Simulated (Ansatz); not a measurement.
Defect migration in rock-salt SrO: O vacancy, charge state +2. The step: one O atom jumps into the vacancy from a nearby O site; the atom moves 3.52 Å along (0.00, 0.48, 0.48) of the unit cell; the moving atom starts with neighbours 2 Sr at 2.56, 2 Sr at 2.59, 2 Sr at 2.65 Å and ends with 2 Sr at 2.56, 2 Sr at 2.59, 2 Sr at 2.65 Å. DFT values are from Ansatz (plane-wave PAW, 420 eV unless said) in a cell of 64 host sites, spin-restricted, static, with no finite-size correction. The charge state is imposed; whether it is stable for some Fermi level was not computed. Forms of the defect that were not tried may lie lower. For the PBE band: the check of the saddle point's order was inconclusive, and it lies on a symmetry element of the cell, where a band can be held.

```
Level                                                              Forward barrier (eV)  Cost of the band or of the saddle's single point
-----------------------------------------------------------------  --------------------  ------------------------------------------------
CHGNet universal potential (has no charge state), its own band                     1.48                                                 -
PBE, the Γ point alone, band relaxed                                               1.19                           roughly 26 core-minutes
PBE, a 2×2×2 k-point mesh shifted by half a step, same geometries                  1.48                     very roughly 2.3 core-minutes
r2SCAN at 500 eV, the Γ point alone, same geometries                                  …            about 50 core-seconds (a rough figure)
```

Question: Complete the blanks.

Answer: 
- r2SCAN at 500 eV, the Γ point alone, same geometries, Forward barrier (eV): 1.30

At the Γ point alone and the same geometries, HSE06 less PBE is +0.080 eV for this barrier.

Ansatz is a first-principles code.
